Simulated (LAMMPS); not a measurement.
MD of C (diamond structure) at zero pressure, 512 atoms, as a liquid; each row is its own run.

Model: classical MD, pair style meam, file SiC.meam (LAMMPS).

```csv
T (K),volume (Å³/atom)
2800,6.4935
3200,6.6543
3600,6.8377
4400,7.2654
5000,7.6333
5200,7.7592
5600,8.0931
```

Question: Fit a straight line, y = a + b x, to these rows (x is the first column, y the second) and predict the run at x = 4000.

Answer: Least squares gives a = 4.8534 and b = 0.0005625. At x = 4000 the fit predicts 7.1034 Å³/atom. The run itself gave 7.043 ± 0.007 Å³/atom, so the fit is 0.86 % high.

Caution: the potential MEAM SiC.meam is made for SiC, not for the elements.

Caution: at ambient pressure real C sublimes or decomposes before or as it melts, so this liquid is the model's.

Caution: a run this short can hold a crystal over, or a liquid under, the potential's own melting point, which these runs don't give.

Caution (row 3600): enthalpy drifts during the constant-pressure average: a transition or slow ageing; fluctuation values are void.
